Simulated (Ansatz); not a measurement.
**AgI, pressure series**

Take AgI in the wurtzite structure (space group P6_3mc, No. 186; a = 4.685 Å, c = 7.662 Å) as the base.

Cell and atoms are relaxed at each pressure.

The values are results of PBE/PAW in Ansatz (a first-principles code), spin-orbit coupling left out, not measurements.

Base values:

```
Property                        Result
-----------------------------  -------
Width of the top valence band  1.22 eV
```

### Question
The aim is a width of the top valence band between 1.66 eV and 1.81 eV. Which of these changes reaches it?
(A) pressure 1.5 GPa
(B) pressure 0.7 GPa
(C) pressure 7.5 GPa
(D) pressure 3 GPa

### Answer
C, pressure 7.5 GPa. It gives 1.75 eV; pressure 1.5 GPa gives 1.34 eV; pressure 0.7 GPa gives 1.28 eV; pressure 3 GPa gives 1.48 eV. Changes not listed may reach it too

Spin-orbit coupling, missing from the scalar runs, can matter with I. The levels and masses belong to the bands next to the band gap. Load acts through the strain it causes; cell and atoms are relaxed under it. Whether these cells are dynamically stable was not tested. Tetrahedral semiconductors of this kind turn to denser phases somewhere between about 1 and 50 GPa; those were not computed, so compressed cells here can lie past the real transition.
